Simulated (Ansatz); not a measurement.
Input:

```
ZnS
1.0
    3.84528     0.00000     0.00000
   -1.92264     3.33011     0.00000
    0.00000     0.00000     6.34304
Zn S
2 2
Direct
  0.33333   0.66667   0.00071
  0.66667   0.33333   0.50071
  0.33333   0.66667   0.37429
  0.66667   0.33333   0.87429
```

No spin polarisation.

Calculations: plane-wave PAW DFT at the PBE level (Ansatz, a first-principles code, 420 eV), no SOC. k-mesh 10×10×5 (Γ-centred); smearing 0.05 eV (Fermi–Dirac).

Question: Predict the band gap, gap character and stress.

Answer: The band gap is 2.04 eV and the gap character comes out as direct at Γ. The stress (xx, yy, zz, yz, xz, xy; compression positive) comes out as (-0.23, -0.23, -0.80, 0.00, 0.00, 0.00) GPa.

The cells carry an imposed strain or load. Whether these cells are dynamically stable was not tested. The cell was made from ZnS in the wurtzite structure (space group P6_3mc, No. 186) by this change: uniaxial strain ε_zz = +0.60 %.
